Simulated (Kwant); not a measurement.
Model system: wire with a side stub in a In0.53Ga0.47As two-dimensional gas. Effective mass 0.041 mₑ, grid spacing 4.2 nm, hard walls, nominal width 100 nm (23 grid rows, so walls 100.8 nm apart), one parabolic valley, scattering region 300 nm long along x; energies count from the band bottom; Fermi energy swept from 0.00073372 to 0.0087129 eV. Closed stub on one side, 71 nm wide and 140 nm deep.

The device is made up for the run: typed textbook-type constants, with dimensions and the other settings drawn at random.

Model: effective-mass tight-binding model on a square grid, one spin, coherent transport at 0 K (Kwant). Conductance is in e²/h.

**Question.** How many channels do the leads carry at E = 5.63 meV?

**Answer.** The hard-wall thresholds are n² ħ²π²/(2mW²) = n² × 0.903 meV with W = 100.8 nm. √(5.63/0.903) = 2.50, so 2.
